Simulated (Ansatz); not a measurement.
Consider Cu in the fcc (Cu type) structure (space group Fm-3m, No. 225; relaxed with 0.1 eV smearing).

```xyz
1
Lattice="0.0000 1.7884 1.7884 1.7884 0.0000 1.7884 1.7884 1.7884 0.0000" Properties=species:S:1:pos:R:3 pbc="T T T"
Cu     0.0000     0.0000     0.0000
```

Level of theory: DFT with r2SCAN, PAW potentials and a 500 eV plane-wave cutoff in Ansatz (a quantum-chemistry and plane-wave program), no spin-orbit coupling.

Strains are applied to the cell and any free atomic positions relax.

One change was made to it. Results:

| quantity | base | after |
|---|---|---|
| pressure | 0.0 GPa | 15.0 GPa |
| energy relative to the base (free energy F) | 0 meV/atom | +36 meV/atom |

Q: Name the change that was made.
A. isotropic strain −0.50 %
B. isotropic strain −2.00 %
C. isotropic strain −2.50 %

A: C, isotropic strain −2.50 %. For comparison, the energy relative to the base in the other runs: isotropic strain −2.00 % gives +23 meV/atom; isotropic strain −0.50 % gives +1.3 meV/atom.

Whether these cells are dynamically stable was not tested. The final runs are not spin-polarised.
